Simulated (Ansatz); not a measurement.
A set of related cells and their band gap.

Cell A: C (diamond, Fd-3m), 2 atoms in the cell, k-point mesh 16×16×16 on the run's own vectors.
C is taken in the cubic space group Fd-3m, origin choice 1 (No. 227), the diamond structure, Pearson symbol cF8. Conventional cell: a = 3.5570 Å, b = 3.5570 Å, c = 3.5570 Å, α = 90.00°, β = 90.00°, γ = 90.00°. C on 8b is surrounded by 4 C at 1.540 Å (tetrahedral). (Neighbours: up to the widest gap in distance over summed covalent radii, below 1.35, at either atom.)
(The calculation used a cell of 2 atoms; values per cell refer to that cell.)

Cell B: BN (P6₃/mmc), 4 atoms in the cell, k-point mesh 18×18×6 on the run's own vectors.
BN is modelled in the hexagonal space group P6₃/mmc (No. 194), Pearson symbol hP4. Cell: a = b = 2.5064 Å, c = 6.6141 Å, α = β = 90.00°, γ = 120.00°. B on 2c sees 3 N at 1.447 Å (trigonal planar). N on 2d sees 3 B at 1.447 Å (trigonal planar). (Neighbours: up to the widest gap in distance over summed covalent radii, below 1.35, at either atom.)

Computed with Ansatz (plane waves, PAW), its default PAW set, cutoff 420 eV, 500 eV for r2SCAN. The structures are at rest with PBE+D3(BJ); other levels are single points on them. Neutral cells; Fermi-Dirac smearing of at most 0.05 eV in the solids, energies taken to zero width. The lattices are those relaxed with PBE+D3(BJ), so at other levels the solids can be strained, which adds to the spread. A dispersion term ran beside these levels; it doesn't touch the electrons. Gaps are highest filled to lowest empty Kohn-Sham level on the run's k-point mesh, states of defects and surfaces included; edges off the mesh make the true gap smaller, and under 0.08 eV counts as none.

Q: Predict the band gap (eV) of each cell with r2SCAN.

A: 
| cell | r2SCAN |
|---|---|
| A | 4.37 (indirect) |
| B | 4.78 (indirect) |

With r2SCAN the value of B exceeds that of A by 0.41 eV.

Q: How do the other levels compare?

A: 
```tsv
system	PBE
A	4.16 (indirect)
B	4.23 (indirect)
```

With PBE the value of B exceeds that of A by 0.07 eV.

Ansatz is an electronic-structure program.
